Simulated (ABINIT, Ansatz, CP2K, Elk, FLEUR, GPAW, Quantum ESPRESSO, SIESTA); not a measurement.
## Br (Cmce, 4 atoms in the cell) computed with different codes at matched settings

Self-consistent single point.

```yaml
crystal:
  lattice:
    - [2.24022, -3.33533, 0.00000]
    - [2.24022, 3.33533, 0.00000]
    - [0.00000, 0.00000, 8.72087]
  atoms:
    - { symbol: Br, position: [0.86100, 0.86100, 0.88900] }
    - { symbol: Br, position: [0.63900, 0.63900, 0.38900] }
    - { symbol: Br, position: [0.36100, 0.36100, 0.61100] }
    - { symbol: Br, position: [0.13900, 0.13900, 0.11100] }
```

Shared settings, as Ansatz (a first-principles code) writes them: kpoints.mp_grid.grid = 5 5 2; scf.occupations.method = fermi_dirac; scf.occupations.width = 0.0007 Ry. Potentials and cutoffs stand in the table.

```
code                                                                                                                                 model  pressure (GPa)  largest force (eV/Å)  gap on the mesh (eV)         cutoff
----------------  ------------------------------------------------------------------------------------------------------------------------  --------------  --------------------  --------------------  -------------
Quantum ESPRESSO                                                    LDA (PW92), PseudoDojo standard norm-conserving (LDA) pseudopotentials           -1.46                 0.589                 1.635          45 Ry
FLEUR                                                         LDA (Perdew-Zunger), all-electron FLAPW (FLEUR), scalar-relativistic valence               –                 0.679                 1.652  Kmax 4 1/bohr
Ansatz                                                                                                 LDA (PW92), PAW files made with PBE           -1.40                 0.599                 1.654        default
GPAW                                                                         LDA (Perdew-Wang 92), GPAW PAW datasets LDA (gpaw-data 1.0.1)           -1.12                 0.739                 1.640         600 eV
Elk                                  LDA (PW92), all-electron FP-LAPW, Elk's shipped species files, APW+lo basis with extra local orbitals               –                 0.461                 1.660     rgkmax 7.5
SIESTA            LDA PW92, numerical atomic orbitals DZP, PseudoDojo LDA standard norm-conserving potentials (rewritten from UPF to PSML)           -4.41                 1.266                 1.599    grid 350 Ry
ABINIT                                                     LDA (PW92), norm-conserving pseudopotentials (PseudoDojo nc-sr-04 LDA standard)           -1.47                 0.589                 1.635          22 Ha
CP2K                                                  LDA (Pade form), GPW, DZVP-MOLOPT-SR-GTH basis, GTH-PADE potentials (GTH_POTENTIALS)           -0.02                 1.177                 1.570    grid 400 Ry
```

A dash marks a value that a program does not give, or that is left out as unsure.

Gaps are read on the mesh.

The spread over the programs that give each value: pressure within 4.39 GPa; largest force within 0.805 eV/Å; gap on the mesh within 0.090 eV.

SIESTA and CP2K use small atom-centred bases, whose incompleteness enters pressures, forces and empty levels differently from a plane-wave cutoff. FLEUR and Elk treat all electrons, but the usual bases taken here (sphere radii, linearisation, local orbitals, empty states) were not tested for convergence, so the values are no reference for the others. Ansatz's pressure is given at a fixed set of plane waves, as the other plane-wave codes print theirs. In the pressure, SIESTA (by 2.98) and CP2K (by 1.41) lie more than 1 GPa from the median of the plane-wave programs. In the force vectors, FLEUR (by 0.087), GPAW (by 0.147), Elk (by 0.143), SIESTA (by 0.675) and CP2K (by 0.591) lie more than 0.08 eV/Å from the median of the plane-wave programs.

The starting cell has typed, rounded lattice constants, without a prior relaxation at this level. Its lattice was rescaled by a random factor within 2.5 % of one.

Keys are those of Ansatz 0.2.
